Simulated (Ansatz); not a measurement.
Start from InAs in the zinc blende structure (space group F-43m, No. 216).

```yaml
crystal:
  lattice:
    - [0.00000, 3.01303, 3.01303]
    - [3.01303, 0.00000, 3.01303]
    - [3.01303, 3.01303, 0.00000]
  atoms:
    - { symbol: In, position: [0.00000, 0.00000, 0.00000] }
    - { symbol: As, position: [0.25000, 0.25000, 0.25000] }
```

Method: Ansatz (an electronic-structure program), LDA, PAW, cutoff 420 eV, scalar-relativistic without spin-orbit coupling.

Before the change:

The band gap is zero.

Now apply this change: a hydrostatic pressure of 22.5 GPa.

### Question
Predict the new band gap and hole mass.

### Answer
The band gap changes from zero to 0.73 eV; the hole mass (degenerate bands, along [100]) comes out as 0.046, 0.29, 0.29 mₑ (at Γ).

Load acts through the strain it causes; cell and atoms are relaxed under it. Effective masses come from finite differences of ±0.01 Å⁻¹. Stability against distortions was not tested. The final runs are not spin-polarised. Measured, InAs leaves this structure (for rock salt) near 7 GPa (temperature not stated; as listed in Datta, Sujoy, Jana, Debnarayan, arXiv (2020)). The zero or small gap of InAs can change with the level of theory.
